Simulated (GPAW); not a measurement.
```xyz
7
Lattice="4.1862 0.0000 0.0000 0.0000 4.1862 0.0000 0.0000 0.0000 4.1862" Properties=species:S:1:pos:R:3 pbc="T T T"
La     0.0000     0.0000     0.0000
B      3.3495     2.0931     2.0931
B      0.8367     2.0931     2.0931
B      2.0931     3.3495     2.0931
B      2.0931     0.8367     2.0931
B      2.0931     2.0931     3.3495
B      2.0931     2.0931     0.8367
```

Method of the run: PBE, GPAW PAW datasets PBE (gpaw-data 1.0.1) (plane waves; GPAW).

The set-up and first iterations of a GPAW log for LaB₆ (Pm-3m, 7 atoms in the cell):

```
Input parameters:
  convergence: {density: 1e-05}
  kpts: [5 5 5]
  maxiter: 150
  mode: {ecut: 950.0,
         name: pw}
  nbands: -11
  occupations: {name: methfessel-paxton,
                order: 0,
                width: 0.136}
  symmetry: {symmorphic: False,
             tolerance: 0.0005}
  xc: PBE

species:
  La:
    name: Lanthanum
    Z: 57.0
    valence: 11
    core: 46
    charge: 0.0
    file: La.PBE.gz

    # Using partial waves for La as LCAO basis

  B:
    name: Boron
    Z: 5.0
    valence: 3
    core: 2
    charge: 0.0
    file: B.PBE.gz

    # Using partial waves for B as LCAO basis

Reference energy: -235130.060125  # eV

Spin-paired calculation

Convergence criteria:
 Maximum [total energy] change in last 3 cyles: 0.0005 eV / valence electron
 Maximum integral of absolute [dens]ity change: 1e-05 electrons / valence electron
 Maximum integral of absolute [eigenst]ate change: 4e-08 eV^2 / valence electron
   [... lines left out ...]

Hamiltonian:
  XC and Coulomb potentials evaluated on a 60*60*60 grid
  External potential:
    NoExternalPotential

XC parameters: PBE with 2 nearest neighbor stencil

Number of atoms: 7
Number of atomic orbitals: 44
Number of bands in calculation: 25
Number of valence electrons: 29
Bands to converge: occupied

Density initialized from atomic densities
  25 bands from LCAO basis set

Atomic positions and initial magnetic moments

Positions:
   0 La     0.000000    0.000000    0.000000    ( 0.0000,  0.0000,  0.0000)
   1 B      3.349499    2.093123    2.093123    ( 0.0000,  0.0000,  0.0000)
   2 B      0.836747    2.093123    2.093123    ( 0.0000,  0.0000,  0.0000)
   3 B      2.093123    3.349499    2.093123    ( 0.0000,  0.0000,  0.0000)
   4 B      2.093123    0.836747    2.093123    ( 0.0000,  0.0000,  0.0000)
   5 B      2.093123    2.093123    3.349499    ( 0.0000,  0.0000,  0.0000)
   6 B      2.093123    2.093123    0.836747    ( 0.0000,  0.0000,  0.0000)

Unit cell:
           periodic     x           y           z      points  spacing
  1. axis:    yes    4.186246    0.000000    0.000000    30     0.1395
  2. axis:    yes    0.000000    4.186246    0.000000    30     0.1395
  3. axis:    yes    0.000000    0.000000    4.186246    30     0.1395

  Lengths:   4.186246   4.186246   4.186246
  Angles:   90.000000  90.000000  90.000000

Effective grid spacing dv^(1/3) = 0.1395
     iter     time        total  log10-change:
                         energy   eigst   dens
iter:   1 --:--:--   -52.935216
iter:   2 --:--:--   -52.044709   -0.60  -0.82
iter:   3 --:--:--   -50.458912   +0.12  -0.85
iter:   4 --:--:--   -49.266620   -0.74  -1.16
iter:   5 --:--:--   -48.902286   -1.16  -1.38
iter:   6 --:--:--   -48.926210   -1.71  -1.51
iter:   7 --:--:--   -48.854071   -2.04  -1.74
iter:   8 --:--:--   -48.858381   -2.61  -2.12
iter:   9 --:--:--   -48.859723c  -3.05  -2.53
iter:  10 --:--:--   -48.856977c  -3.32  -2.69
iter:  11 --:--:--   -48.855847c  -3.63  -2.80
iter:  12 --:--:--   -48.855906c  -3.92  -2.81
iter:  13 --:--:--   -48.854535c  -4.03  -2.78
```

How does the run end?

The run converged in 73 iterations. Convergence of the loop says nothing yet on basis, mesh or lower states. It ends on: free energy E − TS (from the program's reference atoms) -48.8626 eV; Fermi level (on the code's own zero) 10.68 eV; largest force (vector length) 0.068 eV/Å. The log goes on:

```
   [... 48 lines left out ...]
iter:  62 --:--:--   -48.852020c  -6.75  -3.97
iter:  63 --:--:--   -48.852014c  -5.99  -3.83
iter:  64 --:--:--   -48.852016c  -7.02  -4.04
iter:  65 --:--:--   -48.852016c  -7.24  -4.28
iter:  66 --:--:--   -48.852016c  -8.19c -4.27
iter:  67 --:--:--   -48.852016c  -6.48  -4.29
iter:  68 --:--:--   -48.852016c  -7.19  -4.48
iter:  69 --:--:--   -48.852016c  -7.89c -4.81
iter:  70 --:--:--   -48.852016c  -7.70c -4.61
iter:  71 --:--:--   -48.852015c  -7.92c -4.76
iter:  72 --:--:--   -48.852015c  -8.72c -4.99
iter:  73 --:--:--   -48.852016c  -9.38c -5.17c
Converged after 73 iterations.

Dipole moment: (-0.000000, -0.000000, -0.000000) |e|*Ang

Energy contributions relative to reference atoms: (reference = -235130.060125)

Kinetic:        +43.948494
Potential:      -35.717519
External:        +0.000000
XC:             -56.466158
Entropy (-ST):   -0.021163
Local:           -0.606251
SIC:             +0.000000
--------------------------
Free energy:    -48.862597
Extrapolated:   -48.852016

Showing only first 2 kpts
 Kpt  Band  Eigenvalues  Occupancy
  0    12      8.90214    2.00000
  0    13      8.90214    2.00000
  0    14     10.96875    0.00253
  0    15     10.96875    0.00253

  1    12      8.10878    2.00000
  1    13      9.02105    2.00000
  1    14      9.69792    2.00000
  1    15     11.79956    0.00000

Fermi level: 10.67839

No gap
No difference between direct/indirect transitions
Energy (eV): -48.852016

Forces in eV/Ang:
  0 La   -0.00000   -0.00000   -0.00000
  1 B    -0.06805   -0.00000    0.00000
  2 B     0.06805   -0.00000    0.00000
  3 B     0.00000   -0.06805    0.00000
  4 B     0.00000    0.06805   -0.00000
  5 B     0.00000    0.00000   -0.06805
  6 B     0.00000   -0.00000    0.06805

Stress tensor:
     0.023655     0.000000     0.000000
     0.000000     0.023655     0.000000
     0.000000     0.000000     0.023655
Stress (GPa, Voigt): [3.7899 3.7899 3.7899 0.     0.     0.    ]
```

For comparison: a first run was changed to give this one (kpts: 7 7 7 → 5 5 5), and from it to this one the free energy is nearly the same (within 1 meV/atom) and the largest force goes from 0.060 to 0.068 eV/Å.

The starting cell comes from a database of computed structures (which also holds hypothetical and non-ambient phases and stackings), without a prior relaxation at this level. Its lattice was rescaled by a random factor within 2.5 % of one.

The run was DFT PBE, plane waves, GPAW PAW datasets PBE (gpaw-data 1.0.1). Main settings of its input:

```
setting                          value
-------------------  -----------------
mode                                pw
ecut                            950 eV
xc                                 PBE
kpts                             5 5 5
mesh shift (steps)               0 0 0
occupations.name     methfessel-paxton
occupations.width             0.136 eV
occupations.order                    0
nbands                             -11
convergence.density   1e-05 e/electron
symmetry.symmorphic              false
symmetry.tolerance              0.0005
```
